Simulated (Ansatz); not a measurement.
Take InSe in the beta-GaS type structure (space group P6_3/mmc, No. 194; a = 4.032 Å, c = 16.764 Å; layered, stacked along the Cartesian z axis) as the base.

(Cell as relaxed with PBE-D3(BJ).)

Levels (all Ansatz, a first-principles code, PAW): PBE-D3(BJ) (420 eV, no spin-orbit coupling); r2SCAN+rVV10 (500 eV, no spin-orbit coupling).

Each level relaxes its own structure.

| base | PBE-D3(BJ) | r2SCAN+rVV10 |
|---|---|---|
| volume per atom | 29.50 Å³ | 29.57 Å³ |
| lattice parameter a | 4.032 Å | 4.017 Å |
| band gap | 0.37 eV | 0.85 eV |

It is then changed as follows: cell and atoms relaxed at a pressure of 18 GPa.

```json
[
 {"quantity": "gap character", "PBE-D3(BJ)": "indirect, K–Γ (80 % along) → K", "r2SCAN+rVV10": "indirect, K–Γ (80 % along) → K"},
 {"quantity": "smallest direct gap", "PBE-D3(BJ)": "1.56 eV", "r2SCAN+rVV10": "1.92 eV"},
 {"quantity": "lattice parameter a", "PBE-D3(BJ)": "3.622 Å", "r2SCAN+rVV10": "3.653 Å"},
 {"quantity": "shift of the gap caused by the change", "PBE-D3(BJ)": "-0.26 eV", "r2SCAN+rVV10": "-0.38 eV"},
 {"quantity": "band gap", "PBE-D3(BJ)": "0.10 eV", "r2SCAN+rVV10": "0.47 eV"}
]
```

PBE-D3(BJ)'s smallest direct gap lies 0.36 eV below r2SCAN+rVV10's; PBE-D3(BJ)'s lattice parameter a lies 0.0305 Å below r2SCAN+rVV10's (0.8 %); PBE-D3(BJ)'s shift of the gap caused by the change lies 0.12 eV above r2SCAN+rVV10's; PBE-D3(BJ)'s band gap lies 0.37 eV below r2SCAN+rVV10's; the two agree on the gap character. Neither level is exact; r2SCAN+rVV10 is the comparison here, not a measurement.

Load acts through the strain it causes; cell and atoms are relaxed under it. Whether these cells are dynamically stable was not tested. Competing high-pressure phases were not computed. A zero or small gap of InSe under pressure 18 GPa can be the functional's error rather than a property of the material.
